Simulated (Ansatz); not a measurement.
The starting structures come from a database of crystals and need not be the phases stable at ambient conditions.

Input:

```
MgSe
1.0
    3.86607     0.00000     0.00000
    0.00000     3.86607     0.00000
    1.93304    -1.93304     2.73373
Mg Se
1 1
Direct
  0.00000   0.00000   0.00000
  0.50000   0.50000   0.00000
```

Space group of this cell: Fm-3m, rock salt. The cell is taken as given.

Computed with r2SCAN (plane waves, PAW; Ansatz, a first-principles code).

The current runs along the normal of the first two printed vectors; no spin-orbit coupling. Scaled by the factor s: all lengths (ions clamped). Meshes 12×12×12 and 8×8 across the current in all rows.

| s | mean pressure (GPa) | slowest mid-gap decay constant κ (1/Å) |
|---|---|---|
| 0.98 | 4.8 | 0.210 |
| 1.00 | 0.2 | 0.197 |
| 1.02 | -3.4 | ? |

Problem. Take the slope of the slowest mid-gap decay constant κ against ln s from the two given rows, extrapolate to s = 1.02, and say what the run there gives.

Solution. Slope = (0.210 − 0.197) / ln 0.98 = -0.643 1/Å. The line gives 0.197 + (-0.643) × ln 1.02 = 0.184 1/Å. The run gives 0.183 1/Å, 0.001 1/Å under the line, 10 % of the predicted step.
